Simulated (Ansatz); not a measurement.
# Pressure series in NaAuO2

Consider NaAuO₂ (space group C2/m, No. 12; a = 6.6314 Å, b = 3.0141 Å, c = 6.1445 Å, α = γ = 90.00°, β = 119.04°; a cell from a computed database, its experimental status unchecked).

Cell and atoms are relaxed at each pressure.

All numbers come from Kohn–Sham DFT with the PBEsol functional, run in Ansatz (a first-principles code) with PAW and 420 eV plane waves, spin-orbit coupling left out.

```csv
P (GPa),V (Å³/atom)
-2.00,13.997
-1.00,13.690
0.89,13.211
2.10,12.953
4.50,12.523
9.00,11.902
15.00,11.294
22.50,10.728
30.00,10.288
```

A third-order Birch–Murnaghan fit to these points gives V₀ = 13.42 Å³/atom, B₀ = 53 GPa and B₀′ = 5.6. At pressure 30 GPa the volume is 76.7 % of V₀.

Load acts through the strain it causes; cell and atoms are relaxed under it. Whether these cells are dynamically stable was not tested. Competing high-pressure phases were not computed.
